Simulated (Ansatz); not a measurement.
Short convergence ladders for YSn3 (P4mm, 4 atoms in the cell)

```
YSn3
1.0
    4.71443     0.00000     0.00000
    0.00000     4.71443     0.00000
    0.00000     0.00000     4.71443
Y Sn
1 3
Direct
  0.00000   0.00000   0.01061
  0.50000   0.50000   0.00000
  0.00000   0.50000   0.50000
  0.50000   0.00000   0.50000
```

Base method: LDA (PW92), default PAW files made with PBE (plane waves; Ansatz, a quantum-chemistry and plane-wave program).

Base settings: basis.ecutwfc = 420 eV; kpoints.mp_grid.grid = 7 7 7; hamiltonian.xc = lda; hamiltonian.pseudopotentials = {kind: paw} (the program's default PAW files); scf.occupations.method = fermi_dirac; scf.occupations.width = 0.1 eV.

The count of work is k-points × plane waves × bands × iterations; it is no time. 

**The k-point mesh at a smearing width of 0.05 eV**

In this ladder: scf.occupations.width = 0.05 eV.

The second cell is the first with its lattice scaled by 0.98.

Only quantities that move along the ladder and can be compared are tabulated.

| kpoints.mp_grid.grid | free energy less the last step's (meV/atom) | energy of the compressed cell less the first (meV/atom) | pressure (GPa) | largest difference of a force vector from the last step's (eV/Å) | count of work / last |
|---|---|---|---|---|---|
| 3 3 3 | -25.53 | -33.81 | -5.15 | 0.039 | 0.015 |
| 4 4 4 | 14.90 | -27.08 | -4.32 | 0.020 | 0.044 |
| 5 5 5 | 5.14 | -23.46 | -4.06 | 0.002 | 0.044 |
| 6 6 6 | -0.36 | -23.83 | -4.12 | 0.004 | 0.099 |
| 8 8 8 | -1.79 | -25.54 | -4.29 | 0.001 | 0.19 |
| 9 9 9 | -0.57 | -25.56 | -4.27 | 0.005 | 0.19 |
| 11 11 11 | 0.66 | -25.79 | -4.32 | 0.001 | 0.31 |
| 14 14 14 | 1.20 | -25.61 | -4.30 | 0.001 | 0.71 |
| 17 17 17 | 0.00 | -25.68 | -4.32 | 0.000 | 1.0 |

Coarsest kpoints.mp_grid.grid that holds the energy of the compressed cell less the first within 0.5 meV/atom of the last step, with all finer ones: 8 8 8, at 0.19 of the last step's count of work; the step before is off by 1.9 meV/atom.

Coarsest kpoints.mp_grid.grid that holds the free energy within 2 meV/atom: not settled: the last two steps still differ by 1.2 meV/atom, over half the tolerance, so the ladder does not show it.

Coarsest kpoints.mp_grid.grid that holds the pressure within 0.1 GPa of the last step, with all finer ones: 8 8 8, at 0.19 of the last step's count of work; the step before is off by 0.20 GPa.

**The width of Gaussian smearing**

In this ladder: kpoints.mp_grid.grid = 12 12 12; scf.occupations.method = gaussian.

Narrow widths need finer meshes than wide ones, so the last steps can hold mesh noise.

Only quantities that move along the ladder and can be compared are tabulated; pressure and forces are left out, as mesh noise rules them at narrow widths.

| scf.occupations.width | free energy less the last step's (meV/atom) | energy extrapolated to zero width less the last step's (meV/atom) |
|---|---|---|
| 1 eV | -134.78 | -0.08 |
| 0.5 eV | -35.30 | -2.78 |
| 0.3 eV | -13.72 | -1.56 |
| 0.2 eV | -6.40 | -0.73 |
| 0.1 eV | -1.44 | -0.12 |
| 0.05 eV | 0.00 | 0.00 |

Widest scf.occupations.width that holds the free energy within 5 meV/atom of the last step, with all finer ones: 0.1 eV; the step before is off by 6.4 meV/atom.

Widest scf.occupations.width that holds the energy extrapolated to zero width within 0.5 meV/atom of the last step, with all finer ones: 0.1 eV; the step before is off by 0.73 meV/atom.

The extrapolation to zero width removes most of the smearing's effect on the energy.

**The mesh under tetrahedron occupations**

In this ladder: scf.occupations.method = tetrahedron; scf.occupations.width = default.

Only quantities that move along the ladder and can be compared are tabulated.

```csv
kpoints.mp_grid.grid,free energy less the last step's (meV/atom),pressure (GPa),largest difference of a force vector from the last step's (eV/Å),count of work / last
3 3 3,-34.18,-5.17,0.052,0.016
4 4 4,6.20,-4.58,0.022,0.046
5 5 5,-0.52,-4.18,0.002,0.046
6 6 6,-9.37,-4.28,0.010,0.099
7 7 7,-10.67,-4.40,0.003,0.099
9 9 9,-1.16,-4.33,0.005,0.19
11 11 11,-1.41,-4.35,0.001,0.31
13 13 13,0.45,-4.35,0.001,0.48
16 16 16,0.00,-4.34,0.000,1.0
```

Coarsest kpoints.mp_grid.grid that holds the pressure within 0.5 GPa of the last step, with all finer ones: 4 4 4, at 0.046 of the last step's count of work; the step before is off by 0.83 GPa.

Coarsest kpoints.mp_grid.grid that holds the free energy within 2 meV/atom of the last step, with all finer ones: 9 9 9, at 0.19 of the last step's count of work; the step before is off by 11 meV/atom.

Coarsest kpoints.mp_grid.grid that holds the forces within 0.02 eV/Å of the last step, with all finer ones: 5 5 5, at 0.046 of the last step's count of work; the step before is off by 0.022 eV/Å.

On the base run: the starting cell comes from a database of computed structures (which also holds hypothetical and non-ambient phases and stackings), without a prior relaxation at this level. Its lattice was rescaled by up to half a per cent. One atom was moved a little off its site on purpose. In the base run, with a pressure of about -4 GPa the cell is away from its equilibrium volume at this level. Ansatz's pressure includes its estimate of the finite-basis (Pulay) stress.

Left out of this page: 2 runs of the series outside the window shown, repeating another row's setting, or not comparable.

Keys are those of Ansatz 0.2.
